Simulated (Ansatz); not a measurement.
**SnBr2 (space group Pnma, No. 62; a cell from a computed database, its experimental status unchecked)**

```
SnBr2
1.0
    8.07546     0.00000     0.00000
    0.00000     4.15315     0.00000
    0.00000     0.00000    10.92612
Sn Br
4 8
Direct
  0.86646   0.25000   0.15697
  0.13354   0.75000   0.84303
  0.63354   0.75000   0.65697
  0.36646   0.25000   0.34303
  0.17947   0.25000   0.04455
  0.82053   0.75000   0.95545
  0.32053   0.75000   0.54455
  0.67947   0.25000   0.45545
  0.47482   0.25000   0.79970
  0.52518   0.75000   0.20030
  0.02518   0.75000   0.29970
  0.97482   0.25000   0.70030
```

Calculations: PBEsol in Ansatz (plane waves to 420 eV, PAW, scalar-relativistic without spin-orbit coupling), earlier PAW set. Settings: 4×7×3 k-points, 0.05 eV Fermi–Dirac smearing.

| Item | Result |
|---|---|
| Volume per atom | 30.54 Å³ |
| Density | 5.05 g/cm³ |
| Band gap | 2.09 eV, direct at Γ |
| Electron mass | 1.5 mₑ along a, 0.27 mₑ along b, 1.8 mₑ along c |
| Hole mass | 1.5 mₑ along a, 0.59 mₑ along b, 0.86 mₑ along c |
| Total energy | -3808.364 eV/atom (σ→0; compares only within this code and set-up) |

Effective masses come from finite differences of ±0.01 Å⁻¹. Whether these cells are dynamically stable was not tested.

Ansatz is an electronic-structure program.
